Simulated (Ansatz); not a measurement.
Amorphous Si$_{20}$B$_{4}$O$_{46}$, 70 atoms at 1.96 g/cm³, one PBE-relaxed geometry, zone centre. Methods: PBE, scalar-relativistic without spin-orbit coupling (Ansatz, a first-principles code); r2SCAN, scalar-relativistic without spin-orbit coupling (Ansatz); HSE06, scalar-relativistic without spin-orbit coupling (Ansatz). Plane waves to 420 eV (r2SCAN 500 eV); exact exchange is cut at the cell's faces. At PBE the levels at the filled edge of the gap are localised (band-tail or defect states). All rungs ran without spin polarisation.

The cell was made by melting and quenching with the CHGNet potential and then relaxed with DFT. O atoms were pushed apart under 1.9 Å during the dynamics, to hinder bonds among them. The hot cell started wider than the set density and was brought back towards it in steps. It is the lowest in DFT energy of 2 quenches. It is a model cell: composition and starting density were chosen by hand, and all elements were melted together. No dispersion term was used. Its density started from a set value of 2.25 and ended at 1.96 g/cm³. The simulated quench (nominally 390 K/ps over its main leg) is rapid and tends to freeze in more defects than a deposited or slowly cooled glass has. A cell of this size samples the disorder only roughly. Volume and shape were free in the relaxation.

The relaxation ran on the zone centre alone. At PBE the level gap is 5.35 eV on a 2×2×2 Γ-centred mesh, and the spacing at the zone centre alone 5.35 eV.

**Question.** What zone-centre spacing does r2SCAN give, roughly?

**Answer.** 6.06 eV (+0.71 eV against PBE).

**Question.** What zone-centre spacing does HSE06 give, roughly?

**Answer.** 7.17 eV (+1.82 eV against PBE).

The highest filled and the lowest empty state spread over these numbers of atoms (participation numbers): PBE: 12.3 and 56.9; r2SCAN: 12.9 and 58.8; HSE06: 11.6 and 58.4.
